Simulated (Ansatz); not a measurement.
Results of rVV10 (plane waves, PAW; Ansatz, a program for electronic structure) for A15 V3Si (cubic form, which distorts at low temperature).

Output (set-up and result lines):

```
Crystal: 8 atoms, lattice volume = 104.685 Å³
Basis set: ecut = 520 eV, 2801 PW (Γ), exchange–correlation on 72×72×72 points (8 copies of the dense FFT grid, shifted against one another)
Bands: 52, of which v1, the nominal top of the filled ones, is band 43 counted from 1 (42 counted from 0)
Symmetry: 48 space group operations
Space group: Pm-3n (ITA 223), of the structure as read, at distance tolerance 4.7e-5 Å
k-points: 84 of 1728
Functional: x = rpw86, c = pbe(β = 0.06672455060314922) + rvv10(b = 6.3, C = 0.0093)
SCF iter   1: F=—  HF=-18892.089242 eV  |F-HF|=—  |Δ(HF+E_count)|=         —  Δρ=6.86e-3  dr2=3.50e-2
SCF iter   2: F=—  HF=-18892.081542 eV  |F-HF|=—  |Δ(HF+E_count)|=   7.70e-3  Δρ=2.94e-3  dr2=8.88e-3
  ...
SCF iter   7: F=—  HF=-18892.078689 eV  |F-HF|=—  |Δ(HF+E_count)|=   2.72e-9  Δρ=1.65e-6  dr2=2.17e-9
SCF iter   8: F=-18892.078689 eV  HF=-18892.078689 eV  |F-HF|=4.26e-10  |Δ(HF+E_count)|=  6.08e-10  Δρ=6.66e-7  dr2=5.06e-10
SCF 1 converged in 8 iterations: F = -18892.078689 eV  dr2 = 5.06e-10
SCF converged after 8 iterations
Free energy (F): -18892.078689 eV
Internal energy: -18891.964700 eV  (E = F + TS)
E sigma→0 (E₀):  -18892.021694 eV
Fermi energy:    15.703630 eV
--- Stress (GPa, compression-positive) ---
       -0.000189       0.000000       0.000000
        0.000000      -0.000189       0.000000
        0.000000       0.000000      -0.000189
  P = ⅓ Tr σ = -0.0002 GPa (-0.002 kbar)
```

Task: Write an input file that could have produced this run (the log leaves some choices open).

Result: Several could match; the one computed here: 
Ansatz 0.2 input:
```yaml
crystal:
  lattice:
    - [4.7129781175, 0.0, 0.0]
    - [0.0, 4.7129781175, 0.0]
    - [0.0, 0.0, 4.7129781175]
  atoms:
    - { symbol: V, position: [0.25, 0.0, 0.5] }
    - { symbol: V, position: [0.5, 0.25, 0.0] }
    - { symbol: V, position: [0.5, 0.75, 0.0] }
    - { symbol: V, position: [0.75, 0.0, 0.5] }
    - { symbol: V, position: [0.0, 0.5, 0.75] }
    - { symbol: V, position: [0.0, 0.5, 0.25] }
    - { symbol: Si, position: [0.5, 0.5, 0.5] }
    - { symbol: Si, position: [0.0, 0.0, 0.0] }
basis:
  ecutwfc: 520
  ecutrho_ratio: 4
  xc_grid: 2
kpoints:
  mp_grid: { grid: [12, 12, 12] }
hamiltonian:
  xc: { exchange: rpw86, correlation: pbe }
  dispersion: rvv10
  pseudopotentials: { kind: paw }
scf:
  occupations: { method: fermi_dirac, width: 0.05 }
  convergence: { dr2_threshold: 0.0000000008 }
output:
  forces: true
  stress: true
  eigenvalues: true
```

The PAW data were made under PBE.

Note: symmetry holds this phase in the static calculation, where it need not be a minimum.

Computing time: very roughly 40 core-seconds.
